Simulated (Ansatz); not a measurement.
Bond-angle distributions (per cent of the angles at each element, bins of 10°) of a relaxed model of amorphous Al20O24F12 at 3.07 g/cm³. These are PBE, scalar-relativistic without spin-orbit coupling (plane waves to 420 eV, PAW; Ansatz, a first-principles code) values and carry that method's errors.

The cell was made by melting and quenching with the CHGNet potential and then relaxed with DFT. O and F atoms were pushed apart under 1.9 Å during the dynamics, to hinder bonds among them. The hot cell started wider than the set density and was brought back towards it in steps. It is the lowest in DFT energy of 2 quenches. It is a model cell: composition and starting density were chosen by hand, and all elements were melted together. No dispersion term was used. Its density started from a set value of 2.99 and ended at 3.07 g/cm³. The simulated quench (nominally 280 K/ps over its main leg) is rapid and tends to freeze in more defects than a deposited or slowly cooled glass has. A cell of this size samples the disorder only roughly. The volume was free in the relaxation, at fixed shape. Stress components on the final sampling reach 2.1 GPa.

Neighbours within Al-Al 2.66 Å, Al-O 2.20 Å, Al-F 2.22 Å, O-O 1.58 Å, O-F 1.48 Å, F-F 1.37 Å count as bonded. Two cations that share two anions don't count as bonded, nor two that share one unless they lie closer than Al-Al 2.59 Å.

```
angle (°)  at Al  at O
---------  -----  ----
50-60          0     0
60-70          0     0
70-80          7     1
80-90         19     1
90-100        23    14
100-110       19     6
110-120       12    28
120-130        7    35
130-140        2    10
140-150        3     6
150-160        3     0
160-170        3     0
170-180        3     0
```

They go with these counts of neighbours within the cut-offs, cation contacts included: Al mean 4.8, most often 5; O mean 3.0, most often 3.
